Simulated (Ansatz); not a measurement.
An Ansatz (a first-principles code) input (PBEsol (Ansatz), scalar-relativistic without spin-orbit coupling):

Ansatz 0.2 input:
```yaml
crystal:
  lattice:
    - [6.1305168501, 0, 0]
    - [0, 6.1305168501, 0]
    - [0, 0, 6.1305168501]
  atoms:
    - { symbol: Cs, position: [0, 0, 0] }
    - { symbol: Sn, position: [0.5, 0.5, 0.5] }
    - { symbol: I, position: [0.5, 0, 0.5] }
    - { symbol: I, position: [0, 0.5, 0.5] }
    - { symbol: I, position: [0.5, 0.5, 0] }
basis: { ecutwfc: 420, ecutrho_ratio: 4, xc_grid: 2, fft_grid_basis: typed }
kpoints: { mp_grid: { grid: [8, 8, 8] } }
hamiltonian:
  xc: pbesol
  dispersion: none
  pseudopotentials: { kind: paw }
scf: { occupations: { method: fermi_dirac, width: 0.05 }, convergence: { dr2_threshold: 0.0000000005 } }
output: { forces: true, stress: true }
checkpoint: { write: state.ck, write_every: 1000 }
```

Task: Which symmetry and how many k-points will the program report, and about how many plane waves at Γ?

Result: Space group Pm-3m (ITA 221) with 48 operations, k-points 35 of 512, and 4457 plane waves at Γ.

Whether these cells are dynamically stable was not tested. The cell is CsSnI3 in the cubic perovskite structure (space group Pm-3m, No. 221). Many cubic perovskites are stable only at high temperature; tilts and polar distortions were not tested.
